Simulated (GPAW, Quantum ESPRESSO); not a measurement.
A Quantum ESPRESSO input for a relaxation of cell and atoms of K2S (Fm-3m, 3 atoms in the cell) (DFT, PBE, plane waves, GBRV 1.5 ultrasoft (PBE) pseudopotentials):

```fortran
&control
 calculation = 'vc-relax',
 prefix = 'pwscf',
 outdir = './tmp/',
 pseudo_dir = './',
/
&system
 ibrav = 0,
 nat = 3,
 ntyp = 2,
 ecutwfc = 40,
 ecutrho = 200,
 occupations = 'smearing',
 smearing = 'fermi-dirac',
 degauss = 0.0036749,
/
&electrons
 conv_thr = 1.0d-9,
 mixing_beta = 0.3,
/
&ions
/
&cell
/
ATOMIC_SPECIES
K     39.0983  k_pbe_v1.4.uspp.F.UPF
S     32.0600  s_pbe_v1.4.uspp.F.UPF
CELL_PARAMETERS bohr
   0.0000000000     7.0609465469     7.0609465469
   7.0609465469     0.0000000000     7.0609465469
   7.0609465469     7.0609465469     0.0000000000
ATOMIC_POSITIONS bohr
K     3.5304732734    3.5304732734    3.5304732734
K    10.5914198203   10.5914198203   10.5914198203
S     0.0000000000    0.0000000000    0.0000000000
K_POINTS automatic
6 6 6  0 0 0
```

Translate this input to GPAW.

This is the input that was run; spellings and numerical settings could be chosen otherwise.

```python
from ase import Atoms
from ase.filters import FrechetCellFilter
from ase.optimize import LBFGS
from ase.units import GPa
from gpaw import GPAW, PW, FermiDirac

atoms = Atoms(['K', 'K', 'S'],
              cell=[[0.000000, 3.736492, 3.736492],
                    [3.736492, 0.000000, 3.736492],
                    [3.736492, 3.736492, 0.000000]],
              positions=[[1.868246, 1.868246, 1.868246],
                         [5.604738, 5.604738, 5.604738],
                         [0.000000, 0.000000, 0.000000]],
              pbc=True)

calc = GPAW(mode=PW(600),
            xc='PBE',
            kpts={'size': (6, 6, 6), 'gamma': True},
            occupations=FermiDirac(0.05),
            nbands=-8,
            convergence={'density': 1e-05, 'bands': -6},
            symmetry={'symmorphic': False, 'tolerance': 0.0005},
            maxiter=120,
            txt='-')

atoms.calc = calc

target = FrechetCellFilter(atoms)

opt = LBFGS(target, logfile='-')
converged = opt.run(fmax=0.02, steps=40)
print('Relaxation converged:', converged)
print('Cell:', atoms.cell.cellpar().round(4))
print(atoms.get_scaled_positions().round(5))

energy = atoms.get_potential_energy()
print('Energy (eV):', round(energy, 6))
forces = atoms.get_forces()
print('Forces (eV/Ang):')
print(forces.round(5))
stress = atoms.get_stress()
print('Stress (GPa, Voigt):', (stress / GPa).round(4))
```

Basis settings and potentials, where a program has them, do not carry over. This input uses DFT PBE, plane waves, GPAW PAW datasets PBE (gpaw-data 1.0.1).

The starting cell has typed, rounded lattice constants, without a prior relaxation at this level. Its lattice was rescaled by a random factor within 2.5 % of one.
